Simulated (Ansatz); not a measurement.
Take ZrN in the rock salt structure (space group Fm-3m, No. 225; a = 4.553 Å; relaxed with 0.1 eV smearing) as the base. Axes: x, y, z lie along the cube axes.

The values are results of Kohn–Sham DFT with the PBEsol functional, run in Ansatz (an electronic-structure program) with PAW and 420 eV plane waves, spin-orbit coupling left out, earlier PAW set, not measurements.

Base values:

- Pressure: 0.0 GPa
- Volume per atom: 11.80 Å³

Modification: biaxial strain −0.82 %, plane normal [001], relaxed out of plane (Cartesian); in-plane vectors clamped, the third vector and the atoms free.

**Question.** How does this affect the pressure?

**Answer.** The pressure (mean of the normal stresses, compression positive) goes from zero to 3.8 GPa.

**Question.** Predict the new volume per atom.

**Answer.** The volume per atom drops by 0.16 Å³ (11.80 Å³ → 11.64 Å³).

Whether these cells are dynamically stable was not tested. The final runs are not spin-polarised. An odd electron count without spin: ZrN.
